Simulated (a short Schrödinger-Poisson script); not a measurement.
From a short Schrödinger-Poisson script (our own, NumPy): one-band effective-mass equation with BenDaniel-Duke matching, electrons, heavy and light holes apart, hard walls at the outer ends, one valence edge for both holes (no strain splitting), no charge, excitons, band mixing or non-parabolicity; under a field the levels are quasi-bound states of a box, listed while three quarters of their weight lies within 4 nm of the wells.

Structure: single In0.35Ga0.65N/GaN quantum well.

From the first side: 12 nm GaN; 2 nm In0.35Ga0.65N, built-in field 4300 kV/cm; 12 nm GaN.

The device is made up for the run: typed textbook-type constants, with dimensions and the other settings drawn at random. In0.35Ga0.65N: direct gap (eV) 2.167, conduction-band edge (eV) 0, electron mass (mₑ) 0.1545, heavy-hole mass 1.7, light-hole mass 0.3. GaN: direct gap (eV) 3.43, conduction-band edge (eV) 0.884, electron mass (mₑ) 0.2, heavy-hole mass 1.9, light-hole mass 0.33.

The valence-band edge of each layer lies one gap below its conduction-band edge. The electron's potential energy rises along the stack by the applied field and, inside the well alone, by the built-in field (unscreened; none in the barriers). Mesh 0.03 nm at interfaces.

Give the shift of e1-hh1 at 285 kV/cm (meV); the e1-hh1 transition at zero applied field (eV); the squared e1-hh1 overlap at zero applied field.

shift of e1-hh1 at 285 kV/cm (meV): -36.2; e1-hh1 transition at zero applied field (eV): 2.132; squared e1-hh1 overlap at zero applied field: 0.17. Excitons, screening of the built-in field, fields in the barriers and alloy fluctuations are left out, and strain enters only through the typed gaps and offsets, so measured lines lie elsewhere.
